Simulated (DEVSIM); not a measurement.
Device: abrupt GaAs n-p junction, at 300 K.

```csv
layer (left to right),material,thickness (μm),Nd (cm⁻³),Na (cm⁻³),τn (s),τp (s)
1,GaAs,0.720,3.4e16,-,3.9e-8,3.9e-8
2,GaAs,41.0,-,2.2e17,3.9e-8,3.9e-8
```

Left contact: ohmic. Right contact: ohmic. Voltage is applied to the left contact. Recombination: SRH at mid-gap. Mobility is constant in doping.

This is a model device: material constants are rounded textbook-type values typed into the input, and sizes, dopings and lifetimes were drawn at random. Values at 300 K.

| parameter | GaAs |
|---|---|
| gap (eV) | 1.424 |
| affinity (eV) | 4.07 |
| permittivity | 12.9 |
| Nc (cm⁻³) | 4.7e17 |
| Nv (cm⁻³) | 9e18 |
| μn (cm²/Vs) | 8500 |
| μp (cm²/Vs) | 400 |

Simulated with DEVSIM: 1D drift-diffusion, Boltzmann statistics, complete ionisation; no tunnelling, impact ionisation, image-force lowering or self-heating.

Problem. Give the small-signal capacitance in reverse bias (quasi-static).

Solution. 
```json
[
 {"V (V)": "0.2", "C (nF/cm²)": "43.7"},
 {"V (V)": "0.5", "C (nF/cm²)": "39.7"},
 {"V (V)": "1", "C (nF/cm²)": "34.9"},
 {"V (V)": "1.5", "C (nF/cm²)": "31.5"},
 {"V (V)": "2", "C (nF/cm²)": "29.0"},
 {"V (V)": "3", "C (nF/cm²)": "25.3"},
 {"V (V)": "4", "C (nF/cm²)": "22.7"},
 {"V (V)": "5", "C (nF/cm²)": "20.8"},
 {"V (V)": "6.5", "C (nF/cm²)": "18.7"}
]
```
